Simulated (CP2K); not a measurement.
Band structure of Na2S (Fm-3m, 3 atoms in the cell).

```xyz
3
Lattice="4.7123 0.0000 0.0000 2.3562 4.0810 0.0000 2.3562 1.3603 3.8476" Properties=species:S:1:pos:R:3 pbc="T T T"
Na     2.3562     1.3603     0.9619
Na     7.0685     4.0810     2.8857
S      0.0000     0.0000     0.0000
```

Method of the run: PBE, GPW, DZVP-MOLOPT-SR-GTH basis, GTH-PBE potentials (GTH_POTENTIALS) (CP2K).

Settings: CUTOFF = 950 Ry; REL_CUTOFF = 60 Ry; SMEAR/METHOD = FERMI_DIRAC; ELECTRONIC_TEMPERATURE = 232.09 K; KPOINTS/SCHEME = MONKHORST-PACK 6 6 6; GAMMA_CENTERED = T; XC_FUNCTIONAL = PBE; Na/BASIS_SET = DZVP-MOLOPT-SR-GTH-q9; Na/POTENTIAL = GTH-PBE-q9; S/BASIS_SET = DZVP-MOLOPT-SR-GTH-q6; S/POTENTIAL = GTH-PBE-q6; METHOD = GPW; EPS_DEFAULT = 1e-11; EXTRAPOLATION = USE_GUESS.

The starting cell has typed, rounded lattice constants, without a prior relaxation at this level. Its lattice was rescaled by a random factor within 2.5 % of one. Values carry the incompleteness of an atom-centred basis.

**Question.** Predict the gap along the standard path and the places of the band edges.

**Answer.** The gap along the path is 2.22 eV, direct at Γ to within 0.01 eV.

Levels in eV from the top of the valence band on the SCF mesh, bands 9 to 13:
| point | 9 | 10 | 11 | 12 | 13 |
|---|---|---|---|---|---|
| Γ | -9.98 | 0.00 | 0.00 | 0.00 | 2.22 |
| X | -9.68 | -1.45 | -0.50 | -0.50 | 3.97 |
| W | -9.70 | -1.02 | -1.02 | -0.62 | 4.90 |
| K | -9.71 | -1.22 | -0.95 | -0.39 | 4.63 |
| L | -9.77 | -1.63 | -0.16 | -0.16 | 4.46 |
| U | -9.71 | -1.22 | -0.95 | -0.39 | 4.63 |

Higher empty bands are left out: an atom-centred basis made for the valence describes them poorly.
